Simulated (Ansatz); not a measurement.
# What B vacancy, symmetric start does to TiB2

The reference is a 12-atom supercell of TiB2 (space group P6/mmm, No. 191; a = 3.025 Å, c = 3.223 Å) at its relaxed geometry.

It is then changed as follows: one B atom is removed, atoms relaxed at fixed cell.

The values are results of r2SCAN, PAW, 500 eV (Ansatz, a quantum-chemistry and plane-wave program; no spin-orbit coupling), not measurements. Γ-centred 12×12×12 mesh, Fermi–Dirac width 0.05 eV.

- Energy gained by relaxation: 0.04 eV
- Largest displacement of a host atom from its site in the perfect cell: 0.03 Å

Final structure:

```yaml
crystal:
  lattice:
    - [6.04939, 0.00000, 0.00000]
    - [-3.02469, 5.23892, 0.00000]
    - [3.02469, 5.23892, 3.22263]
  atoms:
    - { symbol: Ti, position: [0.99692, 0.99384, 0.00000] }
    - { symbol: Ti, position: [0.99692, 0.50308, 0.00000] }
    - { symbol: Ti, position: [0.50000, 0.00000, 0.00000] }
    - { symbol: Ti, position: [0.50616, 0.50308, 0.00000] }
    - { symbol: B, position: [0.66751, 0.33375, 0.50000] }
    - { symbol: B, position: [0.16625, 0.83249, 0.50000] }
    - { symbol: B, position: [0.16625, 0.33375, 0.50000] }
    - { symbol: B, position: [0.83510, 0.66490, 0.50000] }
    - { symbol: B, position: [0.83510, 0.17020, 0.50000] }
    - { symbol: B, position: [0.32980, 0.66490, 0.50000] }
    - { symbol: B, position: [0.33333, 0.16667, 0.50000] }
```

The cell is small, so the values are those of an ordered compound at a high defect concentration; dilute-limit values will differ. The defect started on the symmetric site and kept its symmetry, so it may sit on a saddle. The final runs are not spin-polarised. The defect cell is not spin-polarised.
